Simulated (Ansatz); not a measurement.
Start from Ag in the fcc (Cu type) structure (space group Fm-3m, No. 225; a = 4.104 Å; relaxed with 0.1 eV smearing). Axes: x, y, z lie along the cube axes.

Calculations: r2SCAN/PAW in Ansatz (a program for electronic structure), spin-orbit coupling left out.

Strains are applied to the cell and any free atomic positions relax.

One change was made to it. Results:

| quantity | base | after |
|---|---|---|
| energy relative to the base (free energy F) | 0 meV/atom | +2.6 meV/atom |
| pressure (mean of the normal stresses, compression positive) | 0.0 GPa | -1.9 GPa |

Which change produced these results?
(A) uniaxial strain ε_zz = +2.50 %
(B) uniaxial strain ε_zz = +1.00 %
(C) uniaxial strain ε_zz = +3.00 %
(D) uniaxial strain ε_zz = +2.00 %

D, uniaxial strain ε_zz = +2.00 %. For comparison, the energy relative to the base in the other runs: uniaxial strain ε_zz = +2.50 % gives +4.0 meV/atom; uniaxial strain ε_zz = +1.00 % gives +0.7 meV/atom; uniaxial strain ε_zz = +3.00 % gives +5.7 meV/atom.

No phonon test of stability was made.
